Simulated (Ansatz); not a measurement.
The starting structures come from a database of crystals and need not be the phases stable at ambient conditions.

 Where the default PAW files enter, the runs use the earlier of Ansatz's two default sets.

Inside the gap of an insulator the Bloch states are evanescent, with a wavenumber k + iκ along the transport direction.

```
CELL_PARAMETERS angstrom
      5.67649     0.00000     0.00000
      0.00000     8.25260     0.00000
      2.83825     4.12630     2.83825
ATOMIC_POSITIONS crystal
  Sr 0.50000 0.75000 0.00000
  Sr 0.50000 0.25000 0.00000
  Ta 0.00000 0.50000 0.00000
  Ta 0.00000 0.00000 0.00000
  N  0.00000 0.25000 0.00000
  N  0.00000 0.75000 0.00000
  O  0.91086 0.70543 0.58914
  O  0.08914 0.29457 0.41086
  O  0.50000 0.79457 0.41086
  O  0.50000 0.20543 0.58914
```

Space group of this cell: I4/mcm. The cell is taken as given; by PBEsol its mean pressure is -6.9 GPa.

Transport runs along the normal of the first two printed cell vectors, the (100) plane of the conventional cell.

The gap is the functional's own. No spin-orbit coupling. Mid-gap values are interpolated on the energy grid.

Q: Predict the band gap and the smallest decay constant κ at mid-gap from Ansatz (a program for electronic structure) with PBEsol.

A: Gap 0.74 eV on a 10×10×10 mesh; κ = 0.153 1/Å, at the zone centre.
